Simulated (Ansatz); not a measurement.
Functionals compared on the (111)B surface of 3C silicon carbide, C-terminated, Br on every top atom (bottom of the slab: 1 H on 1 bottom site), in Ansatz (plane waves, PAW). The structure was relaxed with PBE; the other rows are single points on it. Cutoff 420 eV (500 eV for r2SCAN).

Set-up: 10 atoms, 11.7 Å thick at the start with caps and adatoms (thin: gaps and levels are the slab's own); mesh 10x10x1; 0.025 eV smearing; dipole correction on; 2 atoms held, the rest relaxed; held to the start's symmetry, so lower structures may exist; no spin (no spin-polarised run to compare, though such a face may carry moments), no spin-orbit, no U. The slab shows no gap on its mesh. It is one candidate, not shown to be the stable structure of the face. These notes are the PBE run's.

```
functional  work function of the top face (eV)  rough cost of the single point
----------  ----------------------------------  ------------------------------
PBE                                       3.17                               –
r2SCAN                                       ?    very roughly 23 core-seconds
```

**Question.** Complete the blanks.

**Answer.** 
- r2SCAN, work function of the top face (eV): 3.37

Ansatz is a first-principles code.
